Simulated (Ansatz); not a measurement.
For Be (Im-3m, No. 229, 1 atom in the cell; start mp-20; high-temperature phase), PBEsol (Ansatz, an electronic-structure program, plane waves, PAW) gives:

| Quantity | Value |
|---|---|
| lattice parameter a | 2.492 Å |
| cohesive energy | 3.88 eV/atom |

**Question.** What does r²SCAN+rVV10 (plane waves, PAW; Ansatz) give for the same quantities?

**Answer.** 
- lattice constant a: 2.499 Å (grows by 0.3 %)
- cohesive energy: 3.79 eV/atom (shrinks by 0.09 eV/atom)

Changes are worked out from the printed values.

Unless a cell is named, each level is at its own relaxed cell (PBEsol 7.74, r²SCAN+rVV10 7.80 Å³/atom).

Caveats: the relaxation could not lower the start's symmetry, so the cell can be a saddle point above a distorted one (PBEsol, r²SCAN+rVV10). Ansatz's density-functional and Hartree–Fock values are scalar-relativistic unless marked +SOC, with PAW data made under PBE.

A start named mp-… is a Materials Project structure, which need not be a measured phase.
